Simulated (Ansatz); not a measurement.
Amorphous Zr40O78, 118 atoms at 5.63 g/cm³, one PBE-relaxed geometry, zone centre. Methods: PBE, scalar-relativistic without spin-orbit coupling (Ansatz, a first-principles code); r2SCAN, scalar-relativistic without spin-orbit coupling (Ansatz); HSE06, scalar-relativistic without spin-orbit coupling (Ansatz). Plane waves to 420 eV (r2SCAN 500 eV); exact exchange is cut at the cell's faces. The usual formal charges leave 4 electrons over, so the level spacing at the Fermi energy parts defect or band states and needn't be the band gap. At PBE the levels at the filled edge of the gap are localised (band-tail or defect states), and the nearest spread-out levels lie 3.8 eV apart at the zone centre. The higher rungs were started with moments on some atoms, which died out.

A CHGNet melt-quench gave the starting glass, which DFT then relaxed. O atoms were pushed apart under 1.9 Å during the dynamics, to hinder bonds among them. The hot cell started wider than the set density and was brought back towards it in steps. It is the lowest in DFT energy of 4 quenches. It is a model cell: composition and starting density were chosen by hand, and all elements were melted together. No dispersion term was used. Its density started from a set value of 5.70 and ended at 5.63 g/cm³. The simulated quench (nominally 240 K/ps over its main leg) is rapid and tends to freeze in more defects than a deposited or slowly cooled glass has. One small periodic cell is one sample of the glass; other quenches scatter about these values. Volume and shape were free in the relaxation.

The relaxation ran on the zone centre alone. At PBE the level spacing at the Fermi energy is 0.59 eV on a 2×2×2 Γ-centred mesh, and the spacing at the zone centre alone 0.63 eV.

**Question.** What zone-centre spacing does r2SCAN give, roughly?

**Answer.** 0.74 eV (+0.11 eV against PBE).

**Question.** What zone-centre spacing does HSE06 give, roughly?

**Answer.** 1.17 eV (+0.54 eV against PBE).

The highest filled and the lowest empty state spread over these numbers of atoms (participation numbers): PBE: 8.9 and 29.3; r2SCAN: 8.4 and 32.3; HSE06: 8.0 and 31.1.
